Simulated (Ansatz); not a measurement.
We consider ScSnCN (model structure, started from the AlSiCN type, P3m1, No. 156, 4 atoms in the cell), described by PBE (Ansatz, a program for electronic structure, PAW).

Run with plane-wave cutoff 520 eV, 12×12×6 k mesh (along the axes of the cell as run), Fermi–Dirac smearing 0.01 eV, scalar-relativistic PAW data made under PBE.

Cell (relaxed at this level):

ScSnCN is modelled in the trigonal space group P3m1 (No. 156), Pearson symbol hP4. Cell: a = 3.5973 Å, b = 3.5973 Å, c = 5.5241 Å, α = 90.00°, β = 90.00°, γ = 120.00°. Sc on 1b is surrounded by 3 N at 2.127 Å and 1 C at 2.272 Å (tetrahedral). Sn on 1c is surrounded by 3 C at 2.161 Å and 1 N at 2.196 Å (tetrahedral). C on 1b has 3 Sn at 2.161 Å and 1 Sc at 2.272 Å (tetrahedral). N on 1c has 3 Sc at 2.127 Å and 1 Sn at 2.196 Å (tetrahedral). (Neighbours: up to the widest gap in distance over summed covalent radii, below 1.35, at either atom; cation-cation and far metal-metal contacts left out.)

**Question.** What does this level give for the band gap?

**Answer.** 
- band gap: 1.81 eV

Note: the relaxation could raise the start's symmetry but not lower it, so the cell can be a saddle point.

Spin–orbit coupling is not included.

Static lattice: no zero-point or thermal effects.

Computing time: around 23 core-seconds (rough).

A model structure was made by putting elements into a prototype or built by hand; it is no filed structure, need not be a known phase, and can be a saddle point held by its symmetry.
